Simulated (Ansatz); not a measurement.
B4C3 (model structure, started from the Al4C3 type, R-3m, No. 166, 7 atoms in the cell), treated with PBEsol in Ansatz (plane waves, PAW).

Run with plane-wave cutoff 520 eV, 14×14×14 k mesh, Fermi–Dirac smearing 0.01 eV, scalar-relativistic PAW data made under PBE.

Cell (relaxed at this level):

```yaml
crystal:
  lattice:
    - [1.35088, 0.77993, 6.92437]
    - [-1.35088, 0.77993, 6.92437]
    - [0.00000, -1.55986, 6.92437]
  atoms:
    - { symbol: B, position: [0.86887, 0.86887, 0.86887] }
    - { symbol: B, position: [0.13113, 0.13113, 0.13113] }
    - { symbol: B, position: [0.70380, 0.70380, 0.70380] }
    - { symbol: B, position: [0.29620, 0.29620, 0.29620] }
    - { symbol: C, position: [0.77996, 0.77996, 0.77996] }
    - { symbol: C, position: [0.22004, 0.22004, 0.22004] }
    - { symbol: C, position: [0.00000, 0.00000, 0.00000] }
```

Question: What does this level give for the band gap and bulk modulus B0?

Answer: 
- band gap = 0.90 eV (on the SCF k mesh)
- bulk modulus B0 = 296 GPa

Note: the bulk modulus is −V dP/dV from two relaxed cells at ±2 % in volume; the relaxation could raise the start's symmetry but not lower it, so the cell can be a saddle point.

Static lattice: no zero-point or thermal effects.

Computing time: around 2.4 core-minutes (rough).

A model structure was made by putting elements into a prototype or built by hand; it is no filed structure, need not be a known phase, and can be a saddle point held by its symmetry.

Ansatz is a first-principles code.
